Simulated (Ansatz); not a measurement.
AuAl2: stress against strain

AuAl2 (fluorite, Fm-3m, 18.029 Å³/atom at rest) under an equal strain ε in the (001) plane with the normal axis free, as in a coherent film. PBEsol in Ansatz, a plane-wave DFT program (PAW, default set), 420 eV, 17×17×17 Γ-centred mesh, Fermi-Dirac smearing 0.10 eV; ions are relaxed within the symmetry of each cell. Stress is positive for a compressed cell.

Here s stands for strain and y for stress xx.

| strain (%) | stress xx (GPa) |
|---|---|
| -1.50 | 1.90 |
| -1.00 | 1.28 |
| -0.50 | 0.65 |
| 0.00 | 0.00 |
| 0.50 | -0.66 |
| 1.00 | -1.33 |
| 1.50 | -2.00 |
| 3.00 | ? |

Fit y of the 7 rows that show it with a straight line. Means: s 0, y -0.023. About the means, the sum of products is -9.1150 and the sum of squares of s is 7.0000; the slope is their ratio. Least squares gives y = -0.023 - 1.3021·s. Residuals (row less fit): -0.030, 0.001, 0.022, 0.023, 0.014, -0.005, -0.024; standard error 0.023 (degrees of freedom: 5). The slope gives the biaxial elastic modulus of this plane = 130 ± 0.9 GPa.

Problem. Estimate the missing y (s = 3.00); what did the run itself give?

Solution. y = -0.023 - 1.3021 × 3.0 = -3.929 GPa. The calculation gives -4.05 GPa, 0.121 GPa below the prediction (2.0 % of the range of y in the table). The row lies outside the fitted rows, so this is an extrapolation. From the scatter of the fitted rows alone, a prediction at this place has a standard error of 0.036 GPa, so the miss is 3.4 times that.

One order more, fitted to all 13 runs of the series, follows each within 0.02, so the miss is the next term of a smooth law. In a metal these values are sensitive to mesh and smearing; energies are taken to zero smearing, stresses follow the free energy. Rows are the converged runs of the series near zero and its far end; series whose fitted rows scatter by over a few per cent of the range, as at a crossing or softening among them, aren't shown in this form. Most that stay on the fit to the last digits aren't either.
